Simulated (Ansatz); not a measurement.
The parent structure is SiS₂ (space group Ibam, No. 72; made of chains).

```
SiS2
1.0
   -2.90154     4.94591     2.77276
    2.90154    -4.94591     2.77276
    2.90154     4.94591    -2.77276
S Si
4 2
Direct
  0.88521   0.80033   0.68554
  0.38521   0.69967   0.08488
  0.61479   0.30033   0.91512
  0.11479   0.19967   0.31446
  0.75000   0.75000   0.00000
  0.25000   0.25000   0.00000
```

All numbers come from Ansatz (an electronic-structure program), r2SCAN, PAW, cutoff 500 eV, no spin-orbit coupling.

One change was made to it. Results:

The smallest direct gap falls by 0.32 eV, from 3.61 eV to 3.29 eV; the gap character goes from indirect, Σ₀–Γ (22 % along) → k = (3/8, 3/8, -3/8) in the run's primitive reciprocal basis to indirect, Σ₀–Γ (20 % along) → X; the shortest interatomic distance decreases by 0.048 bohr to 3.985 bohr; the density increases by 0.69 g/cm³ (1.92 g/cm³ → 2.61 g/cm³).

Question: Which of these changes matches the shifts?
A. pressure 0.3 GPa
B. pressure 1.5 GPa
C. pressure 0.7 GPa
D. pressure 7.5 GPa

Answer: D, pressure 7.5 GPa. For comparison, the gap character in the other runs: pressure 1.5 GPa gives indirect, Σ₀–Γ (20 % along) → G₀–X (50 % along); pressure 0.3 GPa gives indirect, Σ₀–Γ (22 % along) → G₀–X (50 % along); pressure 0.7 GPa gives indirect, Σ₀–Γ (22 % along) → G₀–X (50 % along).

Load acts through the strain it causes; cell and atoms are relaxed under it. No phonon test of stability was made. No other phases were tried under pressure. No dispersion term is included, though the crystal is made of layers, chains or molecules, so its spacings can come out too wide.
